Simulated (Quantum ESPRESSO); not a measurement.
A working Quantum ESPRESSO input for LaMg14Si (P1, 16 atoms in the cell) (DFT, LDA (PZ), plane waves, GBRV 1.5 ultrasoft (LDA) pseudopotentials):

```fortran
&CONTROL
 calculation = 'scf'
 prefix = 'scf'
 outdir = './tmp'
 pseudo_dir = './'
 tprnfor = .true.
 tstress = .true.
/
&SYSTEM
 ibrav = 0
 nat = 16
 ntyp = 3
 ecutwfc = 40
 ecutrho = 200
 occupations = 'smearing'
 smearing = 'cold'
 degauss = 0.0073499
/
&ELECTRONS
 conv_thr = 1.0e-11
/
ATOMIC_SPECIES
La   138.9055  la_lda_v1.uspp.F.UPF
Mg    24.3050  mg_lda_v1.4.uspp.F.UPF
Si    28.0850  si_lda_v1.uspp.F.UPF
ATOMIC_POSITIONS {alat}
La    0.4980690000   -0.0040416569    0.1895947214
Mg   -0.0040120000    0.0013361887    0.1674327976
Mg   -0.0092500000   -0.0135095698    0.7348060439
Mg    0.5002740000   -0.1397455490    0.4705151155
Mg    0.5072660000    0.1371797970    0.4810732078
Mg    0.0033970000   -0.1415897407    0.4656123141
Mg   -0.0042840000    0.1567961262    0.4661501228
Mg    0.2403760000   -0.1515889426    0.6466054160
Mg    0.7642380000    0.1445060087    0.6526480178
Mg    0.7518560000   -0.1393870668    0.6454910675
Mg    0.2396240000    0.1500888325    0.6422852407
Mg    0.2361180000    0.0055141914    0.3665769434
Mg    0.7622080000   -0.0053413846    0.3759399052
Mg    0.2806360000   -0.0045297442    0.9210239684
Mg    0.7429640000    0.0031733334    0.9048216512
Si    0.4905220000    0.0011394831    0.7222201029
K_POINTS {automatic}
2 3 3  0 0 0
CELL_PARAMETERS {angstrom}
  10.3308300000     0.0000000000     0.0000000000
   0.0000000000     3.1653150000     5.7160600000
   0.0000000000    -3.1653150000     5.7160600000
```

The run converged in 17 iterations: free energy E − TS -25342.8248 eV; Fermi level (on the code's own zero) 5.87 eV; pressure -1.55 GPa; largest force (vector length) 0.634 eV/Å. Each of these slips is then made, one at a time:

(1)
files of La and Mg swapped in ATOMIC_SPECIES, so the sites hold each other's element; pseudopotentials: {La: la_lda_v1.uspp.F.UPF, Mg: mg_lda_v1.4.uspp.F.UPF, Si: si_lda_v1.uspp.F.UPF} → {La: mg_lda_v1.4.uspp.F.UPF, Mg: la_lda_v1.uspp.F.UPF, Si: si_lda_v1.uspp.F.UPF}

(2)
```diff
- nat = 16
+ nat = 17
```

(3)
```diff
+ electron_maxstep = 2
```

Q: Predict the outcome of each change.

A: 
(1) Potential files assigned to the wrong elements. The run converged in 34 iterations without an error; against the sound input the pressure goes from -1.55 to 15.66 GPa and the largest force goes from 0.634 to 1.949 eV/Å. The full log also holds: “c_bands:  1 eigenvalues not converged”.

(2) An atom count that does not match the list of atoms. The program stopped before any SCF iteration.
```
Error in routine read_cards (17):
wrong number of columns in ATOMIC_POSITIONS
```

(3) An iteration limit that is too low. The run ended unconverged after 2 iterations.

The starting cell comes from a database of computed structures (which also holds hypothetical and non-ambient phases and stackings), without a prior relaxation at this level. Its atoms were displaced at random from the sites of space group no. 38. Without a gap this mesh is coarse (it stands for a supercell whose shortest vector is 19 Å).

Left out of this page: 4 runs of the series outside the window shown, repeating another row's setting, or not comparable.
